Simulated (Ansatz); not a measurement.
Results of LDA in Ansatz (plane waves, PAW) for HfO2 (Pbca, No. 61, 24 atoms in the cell; start mp-1858; a measured phase of this formula has another space group).

Numerical settings: plane-wave cutoff 520 eV, 8×4×8 k mesh (along the axes of the cell as run), Fermi–Dirac smearing 0.01 eV, scalar-relativistic PAW data made under PBE.

Cell (relaxed at this level):

```
CELL_PARAMETERS angstrom
      4.99990     0.00000     0.00000
      0.00000     9.89460     0.00000
      0.00000     0.00000     5.17614
ATOMIC_POSITIONS crystal
  Hf 0.75429 0.11512 0.46433
  Hf 0.24571 0.88488 0.53567
  Hf 0.74571 0.88488 0.96433
  Hf 0.25429 0.11512 0.03567
  Hf 0.25429 0.38488 0.53567
  Hf 0.74571 0.61512 0.46433
  Hf 0.24571 0.61512 0.03567
  Hf 0.75429 0.38488 0.96433
  O  0.99735 0.47646 0.26159
  O  0.00265 0.52354 0.73841
  O  0.50265 0.52354 0.76159
  O  0.49735 0.47646 0.23841
  O  0.49735 0.02354 0.73841
  O  0.50265 0.97646 0.26159
  O  0.00265 0.97646 0.23841
  O  0.99735 0.02354 0.76159
  O  0.62893 0.29081 0.62402
  O  0.37107 0.70919 0.37598
  O  0.87107 0.70919 0.12402
  O  0.12893 0.29081 0.87598
  O  0.12893 0.20919 0.37598
  O  0.87107 0.79081 0.62402
  O  0.37107 0.79081 0.87598
  O  0.62893 0.20919 0.12402
```

Problem. Estimate the band gap, smallest direct gap on the k points sampled and Γ–Γ gap that the calculation returns.

Solution. 
band gap: 4.23 eV
smallest direct gap on the k points sampled: 4.36 eV
Γ–Γ gap: 4.47 eV

Spin–orbit coupling is not included.

Cost on a shared machine: around 6 core-minutes (rough).

A start named mp-… is a Materials Project structure, which need not be a measured phase.

Ansatz is a program for electronic structure.
